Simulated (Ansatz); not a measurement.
# A computed series for Ti: response to strain

Take Ti in the hcp (Mg type) structure (space group P6_3/mmc, No. 194; a = 2.936 Å, c = 4.636 Å) as the base. Axes: x lies along a and z along c of the hexagonal cell.

Strains are applied to the cell and any free atomic positions relax; under biaxial strain the out-of-plane vector relaxes too; under stress the whole cell relaxes.

All numbers come from r2SCAN (Ansatz, a first-principles code; PAW; 500 eV plane waves; without spin-orbit coupling).

Notes on the quantities. pressure: mean of the normal stresses, compression positive; energy relative to the base: free energy F.

| variant | pressure | energy relative to the base | space group | shortest interatomic distance |
|---|---|---|---|---|
| base | 0.0 GPa | 0 meV/atom | P6_3/mmc (No. 194) | 287.2 pm |
| biaxial strain −0.73 %, plane normal [001], relaxed out of plane | 1.1 GPa | – | P6_3/mmc (No. 194) | 287.6 pm |
| isotropic strain −2.80 % | 11.6 GPa | +48 meV/atom | P6_3/mmc (No. 194) | 279.1 pm |
| uniaxial strain ε_xx = −0.39 % | 0.5 GPa | +0.2 meV/atom | Cmcm (No. 63) | 286.6 pm |
| uniaxial strain ε_xx = +2.40 % | -2.7 GPa | +5.5 meV/atom | Cmcm (No. 63) | 287.8 pm |
| uniaxial strain ε_zz = +3.35 % | -3.6 GPa | +11 meV/atom | P6_3/mmc (No. 194) | 293.5 pm |
| tensor shear ε_yz = +0.72 % | 0.0 GPa | +0.6 meV/atom | C2/m (No. 12) | 285.2 pm |
| uniaxial stress, 2 GPa compression along z | – | +1.3 meV/atom | P6_3/mmc (No. 194) | 285.2 pm |
| tensor shear ε_yz = −2.90 % | 0.1 GPa | +9.1 meV/atom | C2/m (No. 12) | 279.3 pm |
| uniaxial stress, 3 GPa compression along z | – | +2.9 meV/atom | P6_3/mmc (No. 194) | 284.3 pm |

Without a gap, meshes like the base's 18×18×10 leave anisotropic stresses uncertain by several tenths of a GPa, and small strain energies with them. Beyond what the load breaks, stability against distortions was not tested. The final runs are not spin-polarised.
